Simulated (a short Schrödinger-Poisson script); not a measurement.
Structure: MOS inversion layer, SiO2 on p-type Si(100), at 300 K.

| layer | material | thickness (nm) | Na (cm⁻³) |
|---|---|---|---|
| 1 | SiO2 | 3.3 | - |
| 2 | Si | 490 | 7.7e17 |

The device is made up for the run: typed textbook-type constants, with dimensions and the other settings drawn at random. SiO2: permittivity 3.9, conduction-band edge (eV) 3.15, gap (eV) 9, electron mass (mₑ) 0.5. Si: permittivity 11.7, conduction-band edge (eV) 0, gap (eV) 1.124, Nv at 300 K (cm⁻³) 3.1e19.

Channel valleys (confinement mass, in-plane density-of-states mass, number): Δ2 0.916, 0.19, 2; Δ4 0.19, 0.417, 4. At the gate the conduction-band edge of layer 1 lies 3.32 eV − eVg above the Fermi level of the channel; the field vanishes at the back. Gaps are held at their typed values at every temperature. Mesh 0.03 nm at interfaces.

From a short Schrödinger-Poisson script (our own, NumPy): 1D Poisson equation in equilibrium, electrons quantum, Hartree (BenDaniel-Duke, 12 states a valley, the channel's in-plane mass for all, wave functions ending at the dielectric), parabolic valleys, classical holes, full ionisation, no traps, pinning or gate leakage.

The same stack at other levels of the model or other numerical settings:

```
run                                          sheet density of all electrons at Vg = 2.85 V (cm⁻²)  sheet density of all electrons at Vg = 1.05 V (cm⁻²)  capacitance at Vg = 2.85 V (μF/cm²)  centroid of the channel electrons at Vg = 2.85 V (nm)  rough cost against the base
-------------------------------------------  ----------------------------------------------------  ----------------------------------------------------  -----------------------------------  -----------------------------------------------------  ---------------------------
base                                                                                      1.20e13                                               1.73e12                                0.941                                                   1.28                      about 1
electrons treated as classical, Boltzmann                                                 1.37e13                                               2.43e12                                 1.02                                                   0.30                         0.03
electrons treated as classical, Fermi-Dirac                                               1.33e13                                               2.37e12                                0.990                                                   0.49                          0.2
mesh six times as coarse                                                                  1.20e13                                               1.73e12                                0.941                                                   1.27                          0.2
one subband a valley                                                                      1.20e13                                               1.72e12                                0.941                                                   1.26                          0.5
```

The classical rows ignore confinement, and Boltzmann statistics overrate the density once the band edge passes the Fermi level.
